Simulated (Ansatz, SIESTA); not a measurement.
A SIESTA input for a self-consistent single point of PbSe (Fm-3m, 2 atoms in the cell) (DFT, LDA PW92, numerical atomic orbitals TZP, PseudoDojo LDA standard norm-conserving potentials (rewritten from UPF to PSML)):

```
# files in the folder: Pb.psml Se.psml (PseudoDojo LDA standard)
SystemName  PbSe
SystemLabel pbse

NumberOfAtoms                2
NumberOfSpecies              2
%block ChemicalSpeciesLabel
  1 82 Pb
  2 34 Se
%endblock ChemicalSpeciesLabel
LatticeConstant              4.327494 Ang
%block LatticeVectors
     0.000000000    0.707106700    0.707106700
     0.707106700    0.000000000    0.707106700
     0.707106700    0.707106700    0.000000000
%endblock LatticeVectors
AtomicCoordinatesFormat      Bohr
%block AtomicCoordinatesAndAtomicSpecies
     0.000000000    0.000000000    0.000000000  1
     5.782561941    5.782561941    5.782561941  2
%endblock AtomicCoordinatesAndAtomicSpecies

XC.functional                LDA
XC.authors                   PW92
PAO.BasisSize                TZP
PAO.EnergyShift              0.005 Ry
MeshCutoff                   400 Ry
%block kgrid.MonkhorstPack
    6   0   0  0.0
    0   6   0  0.0
    0   0   6  0.0
%endblock kgrid.MonkhorstPack
OccupationFunction           FD
ElectronicTemperature        10.0 meV

MaxSCFIterations             150
SCF.Mixer.Method             Pulay
SCF.Mixer.Weight             0.25
SCF.Mixer.History            8
SCF.DM.Tolerance             1.0E-05
Diag.ParallelOverK           true
WriteForces                  true
```

Question: Give the Ansatz (a first-principles code) input for the same structure, mesh, smearing and functional.

Answer: This is the input that was run; spellings and numerical settings could be chosen otherwise.

Ansatz 0.2 input:
```yaml
# PbSe
crystal:
  lattice:
    - [0.00000000, 3.06000000, 3.06000000]
    - [3.06000000, 0.00000000, 3.06000000]
    - [3.06000000, 3.06000000, 0.00000000]
  atoms:
    - { symbol: Pb, position_ang: [0.00000000, 0.00000000, 0.00000000] }
    - { symbol: Se, position_ang: [3.06000000, 3.06000000, 3.06000000] }
kpoints:
  mp_grid:
    grid: [6, 6, 6]
hamiltonian:
  xc: lda
  pseudopotentials:
    kind: paw
scf:
  occupations:
    method: fermi_dirac
    width: 0.01
output:
  forces: true
  eigenvalues: true
  stress: true
```

Basis, cutoffs, solver keys and any potentials are the target program's own. This input uses DFT, LDA (PW92), plane waves, default PAW files made with PBE. LDA parametrisations can differ slightly between programs. Both were run: pressure -1.55 GPa in SIESTA and -2.15 in Ansatz; gap on the mesh 0.303 eV in SIESTA and 0.182 in Ansatz. Ansatz's pressure is the one without its finite-basis correction.

On SIESTA: the starting cell has typed, rounded lattice constants, without a prior relaxation at this level. Spin-orbit coupling is off. Values carry the incompleteness of an atom-centred basis.

On Ansatz: the starting cell has typed, rounded lattice constants, without a prior relaxation at this level. Spin-orbit coupling is off.
